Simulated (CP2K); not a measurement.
**Convergence study of the k-point mesh for SnTe (I4mm, 2 atoms in the cell)**

```xyz
2
Lattice="4.4466 0.0000 0.0000 2.2233 3.8508 0.0000 2.2233 1.2836 3.6306" Properties=species:S:1:pos:R:3 pbc="T T T"
Sn     0.0354     0.0204    -0.0289
Te     4.4466     2.5672     1.8153
```

Method: PBEsol, GPW, DZVP-MOLOPT-PBE-GTH basis, GTH-PBE potentials (POTENTIAL_UZH) (CP2K 2026.2).

Base settings: CUTOFF = 500 Ry; REL_CUTOFF = 60 Ry; SMEAR/METHOD = FERMI_DIRAC; ELECTRONIC_TEMPERATURE = 116.05 K; KPOINTS/SCHEME = MONKHORST-PACK 3 3 3; XC_FUNCTIONAL = PBE:PBESOL; Sn/BASIS_SET = DZVP-MOLOPT-PBE-GTH-q14; Sn/POTENTIAL = GTH-PBE-q14; Te/BASIS_SET = DZVP-MOLOPT-PBE-GTH-q6; Te/POTENTIAL = GTH-PBE-q6.

Moved along: GAMMA_CENTERED.

The second cell is the first with its lattice scaled by 0.98.

Only quantities that move along the ladder and can be compared are tabulated.

The starting cell has typed, rounded lattice constants, without a prior relaxation at this level. Its lattice was rescaled by up to half a per cent. One atom was moved a little off its site on purpose. Spin-orbit coupling is off. Values carry the incompleteness of an atom-centred basis. The potentials were made for another functional than the one used.

Steps (KPOINTS/SCHEME): MONKHORST-PACK 2 2 2; MONKHORST-PACK 3 3 3; MONKHORST-PACK 4 4 4; MONKHORST-PACK 5 5 5; MONKHORST-PACK 6 6 6; MONKHORST-PACK 7 7 7; MONKHORST-PACK 8 8 8; MONKHORST-PACK 9 9 9; MONKHORST-PACK 10 10 10; MONKHORST-PACK 11 11 11; MONKHORST-PACK 12 12 12; MONKHORST-PACK 13 13 13; MONKHORST-PACK 14 14 14; MONKHORST-PACK 16 16 16.

### Question
What is the coarsest KPOINTS/SCHEME that holds the energy of the compressed cell less the first within 0.2 meV/atom of the last step, with all finer ones?

### Answer
MONKHORST-PACK 10 10 10; the step before is off by 0.40 meV/atom.

### Question
What is the state of the free energy at the end of the ladder?

### Answer
Still drifting one way, by 0.20 meV/atom over the last two steps, so the last step is no safe reference.

### Question
What is the coarsest KPOINTS/SCHEME that holds the forces within 0.02 eV/Å of the last step, with all finer ones?

### Answer
MONKHORST-PACK 7 7 7; the step before is off by 0.022 eV/Å.

```csv
KPOINTS/SCHEME,free energy less the last step's (meV/atom),energy of the compressed cell less the first (meV/atom),pressure (GPa),largest difference of a force vector from the last step's (eV/Å),gap on the mesh (eV)
MONKHORST-PACK 2 2 2,1006.02,74.55,4.41,0.526,0.229
MONKHORST-PACK 3 3 3,-53.52,22.33,0.27,0.053,1.488
MONKHORST-PACK 4 4 4,-13.73,14.64,-0.36,0.060,0.351
MONKHORST-PACK 5 5 5,-5.72,19.06,0.10,0.029,0.719
MONKHORST-PACK 6 6 6,-4.04,22.36,0.27,0.022,0.350
MONKHORST-PACK 7 7 7,-5.34,19.90,0.13,0.004,0.634
MONKHORST-PACK 8 8 8,0.04,22.52,0.32,0.014,0.350
MONKHORST-PACK 9 9 9,-2.10,21.38,0.24,0.002,0.532
MONKHORST-PACK 10 10 10,-0.31,21.78,0.27,0.005,0.351
MONKHORST-PACK 11 11 11,-0.60,21.76,0.27,0.001,0.398
MONKHORST-PACK 12 12 12,-0.28,21.76,0.27,0.002,0.323
MONKHORST-PACK 13 13 13,-0.20,21.68,0.27,0.000,0.335
MONKHORST-PACK 14 14 14,-0.11,21.81,0.28,0.001,0.271
MONKHORST-PACK 16 16 16,0.00,21.78,0.28,0.000,0.235
```

The energy difference between the two cells stays within 1 meV/atom of the last step's from MONKHORST-PACK 8 8 8 on, the total only from MONKHORST-PACK 10 10 10 on: much of the error is common to both cells and cancels.

The gap on the mesh jumps up and down from mesh to mesh; it is no smooth measure of convergence.
